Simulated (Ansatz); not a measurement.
# Electron-phonon data for SrPt2 (Fd-3m)

Here is the system:

```xyz
6
Lattice="0.0000 3.8770 3.8770 3.8770 0.0000 3.8770 3.8770 3.8770 0.0000" Properties=species:S:1:pos:R:3 pbc="T T T"
Sr     5.8155     5.8155     5.8155
Sr     3.8770     3.8770     3.8770
Pt     2.9077     0.9692     2.9077
Pt     0.9692     0.9692     0.9692
Pt     0.9692     2.9077     2.9077
Pt     2.9077     2.9077     0.9692
```

These are PBEsol, DFPT electron-phonon coupling, linearised Boltzmann equation (plane waves, PAW, scalar-relativistic; Ansatz, a first-principles code) values and carry that method's errors. Geometry: relaxed with this functional, without spin-orbit coupling.

The resistivity at 300 K is 26 μΩ·cm and the resistivity at 77 K is 5.5 μΩ·cm. The electron mean free path at 300 K (weighted by the current that each state carries) is 5.7 nm and the electron-phonon coupling λ is 0.52. The transport coupling λ_tr is 0.49, the logarithmic mean phonon energy is 10.8 meV and the density of states at the Fermi level comes out as 2.5 states/(eV·spin·cell). The drude plasma energy is 4.5 eV. The Hall coefficient at 300 K is 27 ×10⁻¹¹ m³/C.

A metal at this level (no band gap). Only scattering by harmonic phonons is included (no impurities, grain boundaries, electron-electron scattering or thermal expansion). Spin-orbit coupling is left out, which matters with elements this heavy. The self-energy correction of the phonons between q points moved λ by 3 %. Halving the electron mesh (20x20x20) moves the resistivity by up to 5 % at 300 K, the mean free path by up to 4 %, the coupling by up to 5 %. Smearing 0.20 eV; phonons on a 3x3x3 q mesh, which this run doesn't test and which matters most at low temperature.

Computed structure, not matched to a measured one here, so possibly hypothetical: SrPt2 (Fd-3m).
